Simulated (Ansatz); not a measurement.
A computed series for ZrCu5: alloy series

Base system: ZrCu5 (space group F-43m, No. 216; a = 6.7886 Å).

The other end (x = 1) is ZrGe5 (space group F-43m, No. 216; a hypothetical phase, not in the database extracts checked): 18.08 Å³/atom, gap zero; this end may not be an ambient phase.

Ge replaces a fraction x of Cu; each row is one arrangement (x, atoms in the cell, starting space group or random), fully relaxed.

Method: PBEsol (Ansatz, an electronic-structure program), without spin-orbit coupling.

Notes on the quantities. mixing energy: to 0.01 eV only: unlike meshes or grids; against an end that may be hypothetical.

```json
[
 {"change": "base", "mixing energy": "–", "shortest interatomic distance": "2.385 Å"},
 {"change": "x(Ge) = 0.2, 6 atoms, R3m", "mixing energy": "-0.03 eV/atom", "shortest interatomic distance": "2.423 Å"},
 {"change": "x(Ge) = 0.2, 6 atoms, F-43m", "mixing energy": "+0.04 eV/atom", "shortest interatomic distance": "2.444 Å"},
 {"change": "x(Ge) = 0.4, 6 atoms, Imm2", "mixing energy": "-0.03 eV/atom", "shortest interatomic distance": "2.417 Å"},
 {"change": "x(Ge) = 0.6, 6 atoms, R3m", "mixing energy": "-0.01 eV/atom", "shortest interatomic distance": "2.453 Å"},
 {"change": "x(Ge) = 0.8, 6 atoms, F-43m", "mixing energy": "+0.14 eV/atom", "shortest interatomic distance": "2.625 Å"}
]
```

Each cell is one ordered arrangement of few atoms, which overstates ordering effects compared with a random alloy. Whether these cells are dynamically stable was not tested. The final runs are not spin-polarised. An odd electron count without spin: ZrCu5, ZrCu3Ge2 and ZrCuGe4. ZrCu4Ge, ZrGe5, ZrCu3Ge2 and ZrCu2Ge3 have a high density of states at the Fermi level and may be magnetic at this level.
